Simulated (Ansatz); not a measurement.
## Effect of tensor shear ε_xz = +1.97 % on Rh

Start from Rh in the fcc (Cu type) structure (space group Fm-3m, No. 225; a = 3.800 Å). Axes: x, y, z lie along the cube axes.

The change: tensor shear ε_xz = +1.97 % (engineering shear γ = 0.0394); the atoms relax in the strained cell.

Computed with r2SCAN (Ansatz, a program for electronic structure), no spin-orbit coupling. Settings: 21×21×21 k-points, 0.05 eV Fermi–Dirac smearing.

| quantity | base | changed | shift |
|---|---|---|---|
| volume per atom | 13.72 Å³ | 13.71 Å³ | -0.01 Å³ |
| space group | Fm-3m (No. 225) | Immm (No. 71) | – |
| shortest interatomic distance | 268.7 pm | 263.4 pm | -5.3 pm |
| energy relative to the base (free energy F) | 0 meV/atom | +13 meV/atom | +13 meV/atom |
| pressure (mean of the normal stresses, compression positive) | 0.0 GPa | 0.6 GPa | +0.6 GPa |
| band gap | zero | zero | – |
| stress (xx, yy, zz, yz, xz, xy; compression positive) (rough) | – | (0.8, 0.0, 0.8, 0.0, -7.7, 0.0) GPa | – |

Final structure:

```xyz
1
Lattice="0.0374 1.9000 1.9000 1.9374 0.0000 1.9374 1.9000 1.9000 0.0374" Properties=species:S:1:pos:R:3 pbc="T T T"
Rh     0.0000     0.0000     0.0000
```

Without a gap, meshes like the base's 21×21×21 leave anisotropic stresses uncertain by several tenths of a GPa, and small strain energies with them. Stability against distortions was not tested. The final runs are not spin-polarised.
